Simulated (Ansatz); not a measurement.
## What pressure 10 GPa does to BaHfO3

The reference is BaHfO$_{3}$ in the cubic perovskite structure (space group Pm-3m, No. 221; a = 4.158 Å).

It is then changed as follows: cell and atoms relaxed at a pressure of 10 GPa.

Level of theory: plane-wave PAW DFT at the PBEsol level (Ansatz, a first-principles code, 420 eV), no SOC. k-mesh 8×8×8 (Γ-centred); smearing 0.05 eV (Fermi–Dirac).

| quantity | base | changed | shift |
|---|---|---|---|
| volume per atom | 14.37 Å³ | 13.64 Å³ | -0.736 Å³ |
| density | 8.41 g/cm³ | 8.86 g/cm³ | +0.45 g/cm³ |
| lattice parameter a | 4.158 Å | 4.085 Å | -0.0723 Å |
| shortest interatomic distance | 2.079 Å | 2.043 Å | -0.036 Å |
| enthalpy H = E + PV relative to the base's energy | – | +0.87 eV/atom | – |
| band gap | 3.58 eV | 3.66 eV | +0.08 eV |
| gap character | indirect, R → Γ | direct at Γ | – |
| electron mass (degenerate bands, along [100]) | 0.33, 0.33, 2.2 mₑ (at Γ) | 0.31, 0.31, 2.2 mₑ (at Γ) | – |
| hole mass (degenerate bands, along [100]) | – | 0.25, 1.7, 1.7 mₑ (at Γ) | – |

With Hf present, leaving out spin-orbit coupling can change the band edges. Load acts through the strain it causes; cell and atoms are relaxed under it. Masses are band curvatures over ±0.01 Å⁻¹ around the edge. Whether these cells are dynamically stable was not tested. No other phases were tried under pressure. The base started in P4mm and relaxed to Pm-3m at this level.
